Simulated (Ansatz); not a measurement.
**ZnO: transverse stress against strain**

ZnO (wurtzite, P6_3mc, 11.778 Å³/atom at rest, c along z) under a strain ε along c (axis z), the other axes held. PBEsol in Ansatz, a plane-wave DFT program (PAW, default set), 420 eV, 12×12×7 Γ-centred mesh, Fermi-Dirac smearing 0.05 eV; ions are relaxed within the symmetry of each cell. Stress is positive for a compressed cell.

Here s stands for strain and y for stress xx.

| strain (%) | stress xx (GPa) |
|---|---|
| -1.20 | 1.35 |
| -0.60 | 0.66 |
| 0.00 | 0.00 |
| 0.60 | -0.65 |
| 1.20 | -1.27 |
| 3.00 | ? |

Fit y against s with a straight line, and predict the withheld value at s = 3.00.

Means: s 0, y 0.018. About the means, the sum of products is -3.9300 and the sum of squares of s is 3.6000; the slope is their ratio. Least squares gives y = 0.018 - 1.0917·s. Residuals (row less fit): 0.022, -0.013, -0.018, -0.013, 0.022; standard error 0.023 (degrees of freedom: 3). The slope gives the elastic constant C13 = 109 ± 1.2 GPa. At the withheld row, y = 0.018 - 1.0917 × 3.0 = -3.257 GPa. The calculation gives -2.92 GPa, 0.337 GPa above the prediction (7.9 % of the range of y in the table). The row lies outside the fitted rows, so this is an extrapolation. From the scatter of the fitted rows alone, a prediction at this place has a standard error of 0.045 GPa, so the miss is 7.5 times that.

One order more, fitted to all 11 runs of the series, follows each within 0.02, so the miss is the next term of a smooth law. Rows are the converged runs of the series near zero and its far end; series whose fitted rows scatter by over a few per cent of the range, as at a crossing or softening among them, aren't shown in this form. Most that stay on the fit to the last digits aren't either.
